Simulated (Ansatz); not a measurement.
**Al: response to strain**

Start from Al in the fcc (Cu type) structure (space group Fm-3m, No. 225).

```
Al
1.0
    0.00000     2.00717     2.00717
    2.00717     0.00000     2.00717
    2.00717     2.00717     0.00000
Al
1
Direct
  0.00000   0.00000   0.00000
```

Cartesian axes are those of the cell as printed.

Strains are applied to the cell and any free atomic positions relax; under biaxial strain the out-of-plane vector relaxes too.

Calculations: PBEsol (Ansatz, a program for electronic structure), no spin-orbit coupling.

Notes on the quantities. pressure: mean of the normal stresses, compression positive; energy relative to the base: free energy F.

| case | volume per atom | pressure | energy relative to the base |
|---|---|---|---|
| base | 16.17 Å³ | 0.0 GPa | 0 meV/atom |
| biaxial strain −1.18 %, plane normal [001], relaxed out of plane | 16.00 Å³ | 0.9 GPa | +1.1 meV/atom |
| biaxial strain +2.32 %, plane normal [001], relaxed out of plane | (withheld) | (withheld) | (withheld) |
| biaxial strain +2.80 %, plane normal [001], relaxed out of plane | 16.63 Å³ | -1.9 GPa | +6.6 meV/atom |
| biaxial strain +3.64 %, plane normal [001], relaxed out of plane | 16.71 Å³ | -2.1 GPa | +12 meV/atom |
| uniaxial strain ε_yy = −1.51 % | 15.93 Å³ | 1.3 GPa | +1.0 meV/atom |

Problem. Complete the table.

Solution. 
- biaxial strain +2.32 %, plane normal [001], relaxed out of plane, volume per atom: 16.53 Å³
- biaxial strain +2.32 %, plane normal [001], relaxed out of plane, pressure: -1.5 GPa
- biaxial strain +2.32 %, plane normal [001], relaxed out of plane, energy relative to the base: +4.1 meV/atom

Without a gap, meshes like the base's 20×20×20 leave anisotropic stresses uncertain by several tenths of a GPa, and small strain energies with them. No phonon test of stability was made.
